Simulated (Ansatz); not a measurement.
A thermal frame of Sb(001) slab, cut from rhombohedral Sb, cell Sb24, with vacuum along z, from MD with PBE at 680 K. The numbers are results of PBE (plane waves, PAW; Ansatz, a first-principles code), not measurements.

```json
{
 "plane_wave_cutoff": "420 eV",
 "k-points": "2x2x1 mesh shifted by half a step in the plane",
 "Fermi-Dirac width": "0.086 eV",
 "spin": "not polarised; no spin-orbit coupling"
}
```

A check of the k-sampling: on the last frame of the same run a denser mesh moved the PBE forces by 0.063 eV/Å rms and the free energy by -9 meV/atom.

```
CELL_PARAMETERS angstrom
      8.80956     0.00000     0.00000
     -4.40478     7.62930     0.00000
      0.00000     0.00000    21.27244
ATOMIC_POSITIONS crystal
  Sb 0.06373 0.28815 0.74886
  Sb 0.91252 0.98828 0.66391
  Sb 0.99180 0.96701 0.36066
  Sb 0.31000 0.21179 0.28131
  Sb 0.29553 0.17097 0.56138
  Sb 0.14094 0.29058 0.48410
  Sb 0.11422 0.82649 0.73933
  Sb 0.96165 0.49387 0.67250
  Sb 0.98155 0.49733 0.34745
  Sb 0.30533 0.68490 0.27408
  Sb 0.28970 0.64804 0.56238
  Sb 0.12117 0.82145 0.49394
  Sb 0.60818 0.32779 0.73202
  Sb 0.41378 0.98469 0.66579
  Sb 0.47707 0.02049 0.35925
  Sb 0.79445 0.14228 0.29663
  Sb 0.81143 0.15580 0.56047
  Sb 0.64723 0.32070 0.48484
  Sb 0.61636 0.87047 0.74459
  Sb 0.43222 0.50195 0.68604
  Sb 0.43457 0.50242 0.36516
  Sb 0.76262 0.65222 0.28707
  Sb 0.75980 0.65479 0.56102
  Sb 0.61860 0.84118 0.48443
```

### Question
Give the forces on atoms 1, 3, 4, 5, 6, 7, 8, 9, 11, 12, 15, 16, 17, 19, 20, 24 (eV/Å).

### Answer

```json
[
 {"atom": "Sb1", "Fx Fy Fz": "0.479 0.241 -0.022"},
 {"atom": "Sb3", "Fx Fy Fz": "-0.559 0.590 -0.179"},
 {"atom": "Sb4", "Fx Fy Fz": "0.294 -0.867 0.462"},
 {"atom": "Sb5", "Fx Fy Fz": "1.569 -0.719 0.358"},
 {"atom": "Sb6", "Fx Fy Fz": "-1.746 1.094 -0.697"},
 {"atom": "Sb7", "Fx Fy Fz": "-0.739 -0.139 0.427"},
 {"atom": "Sb8", "Fx Fy Fz": "-0.396 -0.026 -0.390"},
 {"atom": "Sb9", "Fx Fy Fz": "-0.681 0.212 0.234"},
 {"atom": "Sb11", "Fx Fy Fz": "-0.024 -0.003 -0.545"},
 {"atom": "Sb12", "Fx Fy Fz": "-0.337 -0.116 0.261"},
 {"atom": "Sb15", "Fx Fy Fz": "-0.956 -0.386 -0.125"},
 {"atom": "Sb16", "Fx Fy Fz": "0.918 0.128 -0.522"},
 {"atom": "Sb17", "Fx Fy Fz": "-0.327 0.317 -0.589"},
 {"atom": "Sb19", "Fx Fy Fz": "-0.038 -0.547 0.156"},
 {"atom": "Sb20", "Fx Fy Fz": "-0.402 0.148 -0.316"},
 {"atom": "Sb24", "Fx Fy Fz": "0.037 -0.395 0.266"}
]
```
